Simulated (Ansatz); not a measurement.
```yaml
crystal:
  lattice:
    - [3.49879, 0.00000, 0.00000]
    - [0.00000, 7.07639, 0.00000]
    - [0.00000, 0.00000, 5.01667]
  atoms:
    - { symbol: As, position: [0.50000, 0.00000, 0.76697] }
    - { symbol: As, position: [0.00000, 0.77640, 0.26731] }
    - { symbol: As, position: [0.50000, 0.50000, 0.69115] }
    - { symbol: As, position: [0.00000, 0.22360, 0.26731] }
    - { symbol: B, position: [0.00000, 0.00000, 0.00523] }
    - { symbol: B, position: [0.50000, 0.76617, 0.50047] }
    - { symbol: Ga, position: [0.00000, 0.50000, 0.00108] }
    - { symbol: B, position: [0.50000, 0.23383, 0.50047] }
```

No spin polarisation.

A single point on BAs with a change (x(Ga) = 0.25, 8 atoms, Pmm2), its geometry relaxed with PBEsol.

Method: r2SCAN (Ansatz, a program for electronic structure), no spin-orbit coupling. Γ-centred 9×5×7 mesh, Fermi–Dirac width 0.05 eV.

Q: Predict the smallest direct gap, band gap, pressure and width of the top valence band.

A: 
```json
{
  "smallest_direct_gap": "0.69 eV",
  "band_gap": "0.61 eV",
  "pressure": "1.26 GPa",
  "width_of_the_top_valence_band": "3.41 eV"
}
```

Single points use the geometry relaxed with PBEsol. Whether these cells are dynamically stable was not tested. The cell was made from BAs by this change: x(Ga) = 0.25, 8 atoms, Pmm2.
